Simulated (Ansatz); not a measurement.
Pressure series in Ni2Si

The parent structure is Ni$_{2}$Si (space group Pnma, No. 62; a = 5.020 Å, b = 3.731 Å, c = 7.077 Å; non-magnetic).

Cell and atoms are relaxed at each pressure.

Levels (all Ansatz, a quantum-chemistry and plane-wave program, PAW): PBE (420 eV, no spin-orbit coupling); PBEsol (420 eV, scalar-relativistic without spin-orbit coupling).

The base cell above is that of PBE; each level relaxes its own structures.

| case | volume per atom, PBE | volume per atom, PBEsol |
|---|---|---|
| pressure 1.8 GPa | 10.94 Å³ | [?] |
| pressure 4.2 GPa | 10.81 Å³ | [?] |
| pressure 9 GPa | 10.58 Å³ | 10.22 Å³ |
| pressure 18 GPa | 10.21 Å³ | 9.90 Å³ |

Task: Some entries are withheld; estimate them.

Result: 
- pressure 1.8 GPa, volume per atom, PBEsol: 10.53 Å³
- pressure 4.2 GPa, volume per atom, PBEsol: 10.42 Å³

PBE lies above PBEsol in every row, by 0.31 Å³ to 0.41 Å³. They put the cases in the same order.

Load acts through the strain it causes; cell and atoms are relaxed under it. Whether these cells are dynamically stable was not tested. No other phases were tried under pressure. Seeded moments were not kept for the base. All final runs are without spin polarisation.
